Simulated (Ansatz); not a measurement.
Base system: GaSb in the zinc blende structure (space group F-43m, No. 216).

```xyz
2
Lattice="0.0000 3.0662 3.0662 3.0662 0.0000 3.0662 3.0662 3.0662 0.0000" Properties=species:S:1:pos:R:3 pbc="T T T"
Ga     0.0000     0.0000     0.0000
Sb     1.5331     1.5331     1.5331
```

Cartesian axes are those of the cell as printed.

Level of theory: r2SCAN in Ansatz (plane waves to 500 eV, PAW, no spin-orbit coupling).

Modification: uniaxial strain ε_zz = +2.50 %, all other strain components held at zero, atoms relaxed at fixed cell.

Question: Predict the stress tensor and what it implies for the stiffness.

Answer: Stress of the strained cell less that of the base (GPa, compression positive):
```
  -0.82    0.00    0.00
   0.00   -0.82    0.00
   0.00    0.00   -2.08
```

Then −Δσ_ii/ε with ε = 0.0250 gives secant stiffness values (nonlinear terms included at this strain): C33 ≈ 83 GPa, C13 ≈ 33 GPa and C23 ≈ 33 GPa.

As a check, the harmonic strain energy −½ V₀ Δσ:ε is 4.7 meV/atom; the computed energy rise is 4.7 meV/atom.

Whether these cells are dynamically stable was not tested.

Ansatz is a program for electronic structure.
